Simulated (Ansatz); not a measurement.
Consider the following.

```
CELL_PARAMETERS angstrom
     -2.65198     2.65198     5.67588
      2.65198    -2.65198     5.67588
      2.65198     2.65198    -5.67588
ATOMIC_POSITIONS crystal
  Zn 0.75000 0.25000 0.50000
  Zn 0.00000 0.00000 0.00000
  Si 0.25000 0.75000 0.50000
  Si 0.50000 0.50000 0.00000
  P  0.14102 0.12500 0.51602
  P  0.60898 0.62500 0.48398
  P  0.37500 0.85898 0.98398
  P  0.87500 0.39102 0.01602
```

No spin polarisation.

Computed with Ansatz (a first-principles code) PBE, without spin-orbit coupling. k-mesh 9×9×9 (Γ-centred); smearing 0.05 eV (Fermi–Dirac).

Problem. Predict the electron mass and gap character.

Solution. The electron mass comes out as 0.74 mₑ along x, 0.26 mₑ across (off the special points) and the gap character comes out as indirect, Γ → M–S (33 % along).

Load acts through the strain it causes; cell and atoms are relaxed under it. Masses are band curvatures over ±0.01 Å⁻¹ around the edge. Beyond what the load breaks, stability against distortions was not tested. The cell was made from ZnSiP2 in the chalcopyrite structure (space group I-42d, No. 122) by this change: uniaxial stress, 8 GPa tension along z.
